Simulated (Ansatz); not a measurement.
Take BN in the zinc blende structure (space group F-43m, No. 216) as the base.

```yaml
crystal:
  lattice:
    - [0.00000, 1.79027, 1.79027]
    - [1.79027, 0.00000, 1.79027]
    - [1.79027, 1.79027, 0.00000]
  atoms:
    - { symbol: B, position: [0.00000, 0.00000, 0.00000] }
    - { symbol: N, position: [0.25000, 0.25000, 0.25000] }
```

Cartesian axes are those of the cell as printed.

Calculations: Ansatz (a first-principles code), LDA, PAW, cutoff 420 eV, spin-orbit coupling left out.

Before the change:

The band gap comes out as 4.39 eV and the pressure comes out as -0.01 GPa. The shortest interatomic distance comes out as 1.550 Å.

Perturbation: the cell is stretched by 1.00 % along z with no lateral relaxation, atoms relaxed at fixed cell.

Task: Predict the new energy relative to the base, band gap, pressure and shortest interatomic distance.

Result: The energy increases by 1.5 meV/atom; the band gap shrinks by 0.10 eV to 4.29 eV; the pressure (mean of the normal stresses, compression positive) shrinks by 3.929 GPa (-0.01 GPa → -3.93 GPa); the shortest interatomic distance goes up by 0.0052 Å, from 1.550 Å to 1.556 Å.

The cells carry an imposed strain or load. No phonon test of stability was made.
